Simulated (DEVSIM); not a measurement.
Device: Ni/SiO2/p-Ge capacitor, at 300 K.

| layer (left to right) | material | thickness (nm) | Na (cm⁻³) |
|---|---|---|---|
| 1 | SiO2 | 1.80 | - |
| 2 | Ge | 5700 | 1.1e16 |

Metal gate on the left, work function 5.1 eV. Fixed charge at the semiconductor interface 6.4e11 cm⁻² (in units of +e); no interface traps.

The device is made up for the run: typed textbook-type constants, with dimensions and the other settings drawn at random. Values at 300 K.

```tsv
parameter	SiO2	Ge
gap (eV)	9	0.664
affinity (eV)	0.9	4
permittivity	3.9	16
Nc (cm⁻³)	-	1.04e19
Nv (cm⁻³)	-	6e18
```

Simulated with DEVSIM: 1D Poisson equation in equilibrium, Boltzmann statistics, complete ionisation; no quantum confinement or tunnelling. Metal contacts follow the ideal Schottky-Mott rule: no Fermi-level pinning, no interface dipoles.

### Question
Give the band bending (positive: bands bend down) and minority sheet density.

### Answer

| Vg (V) | ψs (V) | minority carriers (cm⁻²) |
|---|---|---|
| 0.25 | -0.162 | < 1e8 |
| 0.4 | -0.104 | < 1e8 |
| 0.55 | 0.004 | < 1e8 |
| 0.7 | 0.142 | < 1e8 |
| 0.85 | 0.285 | 2.7e9 |
| 1 | 0.414 | 2.2e11 |
| 1.15 | 0.480 | 1.2e12 |
